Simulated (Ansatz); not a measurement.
Consider Pt vacancy in fcc Pt, neutral cell. Level of theory: PBE, PAW (plane waves to 420 eV; Ansatz, a first-principles code).

32-site cell at the relaxed PBE lattice, a 2×2×2 k-point mesh shifted by half a step, smearing 0.10 eV, spin-restricted, no finite-size correction. Energies are static. Spin-orbit coupling is left out. Forms of the defect that were not tried may lie lower.

Barriers: single points on a 4×4×4 k-point mesh shifted by half a step at the bands' geometries.

The only route run: one Pt atom jumps into the vacancy from a nearby Pt site; the atom moves 2.67 Å along (0.00, 0.48, -0.48) of the unit cell; the moving atom starts with neighbours 4 Pt at 2.75, 2 Pt at 2.81, 4 Pt at 2.83, Pt at 2.87 Å and ends with 4 Pt at 2.75, 2 Pt at 2.81, 4 Pt at 2.83, Pt at 2.87 Å. Its barrier is 1.25 eV. The saddle point's order was not checked, and it lies on a symmetry element of the cell, where a band can be held. The defect has 12 equivalent sites to jump to, 2.81 Å away. Attempt frequency: take 10 THz as a typical guess.

Question: Estimate the defect's diffusion coefficient at 800 K, how far it wanders in 1 s, and how much an error of 0.1 eV in the barrier would matter.

Answer: kT = 0.0689 eV, so each jump happens at Γ = ν exp(−E/kT) = 1.0e13 × exp(−18.13) ≈ 1.3e+05 s⁻¹. For uncorrelated jumps in a cubic host D = z λ² Γ / 6 = 12 × (2.81e-8 cm)² × 1.3e+05 / 6 ≈ 2.1e-10 cm²/s. The root-mean-square distance is √(6Dt) ≈ 400 nm. An error of 0.1 eV changes D by a factor exp(0.1/kT) ≈ 4.3, and the distance by its square root. This is the isolated defect's own diffusivity; trapping, its concentration and zero-point motion are left out.
